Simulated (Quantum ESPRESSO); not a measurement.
A self-consistent single point of YAl₂ (R3m, 6 atoms in the cell) with Quantum ESPRESSO.

Computed with PBEsol, PseudoDojo standard norm-conserving (PBESOL) pseudopotentials (plane waves; Quantum ESPRESSO 7.5).

```xyz
6
Lattice="0.0000 3.9127 3.9127 3.9127 0.0000 3.9127 3.9127 3.9127 0.0000" Properties=species:S:1:pos:R:3 pbc="T T T"
Y      5.8979     5.8979     5.8979
Y      3.9127     3.9127     3.9127
Al     2.9345     0.9782     2.9345
Al     0.9782     0.9782     0.9782
Al     0.9782     2.9345     2.9345
Al     2.9345     2.9345     0.9782
```

Reference input (self-consistent single point, DFT, PBEsol, plane waves, PseudoDojo standard norm-conserving (PBESOL) pseudopotentials): ecutwfc = 75 Ry; occupations = smearing; smearing = fermi-dirac; degauss = 0.0073499 Ry; potentials = {Y: Y.upf, Al: Al.upf}; K_POINTS = automatic 4 4 4 0 0 0; conv_thr = 1e-09 Ry; mixing_beta = 0.5. This run's input differs from it in these lines:

```diff
@@ -13,4 +13,4 @@
  occupations = 'smearing'
- smearing = 'fermi-dirac'
- degauss = 0.0073499
+ smearing = 'methfessel-paxton'
+ degauss = 0.000734986
 /
@@ -35,3 +35,3 @@
 K_POINTS automatic
-4 4 4  0 0 0
+7 7 7  0 0 0
```

Output, abridged:

```
     Self-consistent Calculation

     iteration #  1     ecut=    75.00 Ry     beta= 0.50

     Threshold (ethr) on eigenvalues was too large:
     Diagonalizing with lowered threshold

     total energy              =    -181.92555703 Ry
     estimated scf accuracy    <       0.04464167 Ry

     iteration #  2     ecut=    75.00 Ry     beta= 0.50

     total energy              =    -181.92858040 Ry
     estimated scf accuracy    <       0.00888226 Ry

     iteration #  3     ecut=    75.00 Ry     beta= 0.50
     c_bands:  2 eigenvalues not converged

     total energy              =    -181.92937324 Ry
     estimated scf accuracy    <       0.00160482 Ry

   [... 7 blocks of this kind left out ...]

     iteration # 11     ecut=    75.00 Ry     beta= 0.50

     total energy              =    -181.92946052 Ry
     estimated scf accuracy    <          1.7E-09 Ry

     iteration # 12     ecut=    75.00 Ry     beta= 0.50
     End of self-consistent calculation

     the Fermi energy is     9.4063 ev

!    total energy              =    -181.92946052 Ry
     estimated scf accuracy    <          2.1E-10 Ry
     smearing contrib. (-TS)   =      -0.00000235 Ry
     internal energy E=F+TS    =    -181.92945818 Ry

     convergence has been achieved in  12 iterations

     Forces acting on atoms (cartesian axes, Ry/au):

     atom    1 type  1   force =    -0.00649541   -0.00649541   -0.00649541
     atom    2 type  1   force =     0.00175785    0.00175785    0.00175785
     atom    3 type  2   force =     0.00118180    0.00167949    0.00118180
     atom    4 type  2   force =     0.00069446    0.00069446    0.00069446
     atom    5 type  2   force =     0.00167949    0.00118180    0.00118180
     atom    6 type  2   force =     0.00118180    0.00118180    0.00167949

     Total force =     0.012415     Total SCF correction =     0.000010

          total   stress  (Ry/bohr**3)                   (kbar)     P=       -6.27
  -0.00004261   0.00000324   0.00000324           -6.27        0.48        0.48
   0.00000324  -0.00004261   0.00000324            0.48       -6.27        0.48
   0.00000324   0.00000324  -0.00004261            0.48        0.48       -6.27

   JOB DONE.
```

The run converged in 12 iterations. Against the reference run the free energy rises by 23.8 meV/atom, the pressure goes from -0.40 to -0.63 GPa and the largest force goes from 0.305 to 0.289 eV/Å. The full log also holds: “c_bands:  2 eigenvalues not converged”.

The starting cell comes from a database of computed structures (which also holds hypothetical and non-ambient phases and stackings), without a prior relaxation at this level. Its lattice was rescaled by up to half a per cent. One atom was moved a little off its site on purpose.

Cost on one core of a shared machine: roughly 4 min.
